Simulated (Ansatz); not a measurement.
A computed series for hypothetical diamond B: response to strain

The reference is B in the diamond structure (space group Fd-3m, No. 227; a = 4.052 Å; a hypothetical phase, not in the database extracts checked; relaxed with 0.1 eV smearing).

Strains are applied to the cell and any free atomic positions relax.

Calculations: PBE/PAW in Ansatz (a quantum-chemistry and plane-wave program), no spin-orbit coupling.

Notes on the quantities. energy relative to the base: free energy F.

```csv
isotropic strain (%),energy relative to the base (meV/atom)
-5.95,170.4
-2.17,?
0,0.0
0.15,0.1
0.78,2.4
```

Q: Fit ΔE = Aε² + Bε³ (ε in %) to the rows shown and predict the withheld row.

A: Least squares on the printed values gives A = 4.05 and B = -0.13 meV/atom (largest residual 0.0 meV/atom); this predicts 20.4 meV/atom, and the run gives 20.5 meV/atom, in agreement.

Stability against distortions was not tested.
